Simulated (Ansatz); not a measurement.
# CdSe: element substitutions

Start from CdSe in the zinc blende structure (space group F-43m, No. 216).

```xyz
2
Lattice="0.0000 3.0410 3.0410 3.0410 0.0000 3.0410 3.0410 3.0410 0.0000" Properties=species:S:1:pos:R:3 pbc="T T T"
Se     4.5615     4.5615     4.5615
Cd     0.0000     0.0000     0.0000
```

Each row replaces one element on all its sites; cell and atoms are relaxed.

All numbers come from PBEsol (Ansatz, a program for electronic structure), without spin-orbit coupling, earlier PAW set.

Candidates:
(a) Cd → In
(b) Se → Te
(c) Se → Pt

For the base:

* **Lattice parameter a**: 11.493 bohr

Q: Order them by lattice parameter a, lowest first.

A: (c) Se → Pt (11.349 bohr), (a) Cd → In (12.217 bohr), (b) Se → Te (12.263 bohr)

No phonon test of stability was made. As relaxed here, InSe and CdPt are hypothetical phases, not in the database extracts checked. The final runs are not spin-polarised. An odd electron count without spin: InSe.
